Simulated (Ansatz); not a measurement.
What H → Rb does to CsH

Consider CsH in the CsCl type structure (space group Pm-3m, No. 221; a = 3.8135 Å; a model cell, its experimental status unchecked).

It is then changed as follows: Rb takes the place of H on all its sites; the structure is relaxed again.

The values are results of Ansatz (a program for electronic structure) r2SCAN, no spin-orbit coupling, not measurements. Settings: 8×8×8 k-points, 0.05 eV Fermi–Dirac smearing, for the changed cell.

The volume per atom goes up by 80.35 Å³ (27.73 Å³ → 108.08 Å³) and the density drops by 2.33 g/cm³ to 1.68 g/cm³. The lattice parameter a grows by 218.8 pm, from 381.3 pm to 600.1 pm and the space group stays Pm-3m (No. 221). The band gap goes from 3.18 eV to zero.

Final structure:

```xyz
2
Lattice="6.0015 0.0000 0.0000 0.0000 6.0015 0.0000 0.0000 0.0000 6.0015" Properties=species:S:1:pos:R:3 pbc="T T T"
Cs     0.0000     0.0000     0.0000
Rb     3.0007     3.0007     3.0007
```

Cost of the whole job for the changed cell (relaxation, final SCF and bands): about 2.1 core-minutes (a rough figure).

Stability against distortions was not tested. As relaxed here, CsRb is a hypothetical phase, not in the database extracts checked.
